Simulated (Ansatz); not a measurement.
The starting structures come from a database of crystals and need not be the phases stable at ambient conditions.

Crystal: LaN (P4/nmm, not sure to be the ambient phase, 4 atoms a cell, 18.7 Å³ an atom); planes in its conventional cell.

Calculation: r2SCAN (plane waves, PAW; Ansatz, a program for electronic structure).

The gap is the functional's own, uncorrected, and κ follows it; spin-orbit coupling is left out. Mid-gap values are interpolated between the computed energies.

```tsv
plane	area of the cell (Å²)	mid-gap κ (1/Å)	largest κ in the gap (1/Å)
(100)	16.7	0.24	0.24
(110)	23.7	(withheld)	(withheld)
(001)	19.9	(withheld)	(withheld)
```

Q: The slowest decay depends on the direction. Supply the withheld values.

A: 
- (110), mid-gap κ (1/Å): 0.21
- (110), largest κ in the gap (1/Å): 0.21
- (001), mid-gap κ (1/Å): 0.31
- (001), largest κ in the gap (1/Å): 0.31
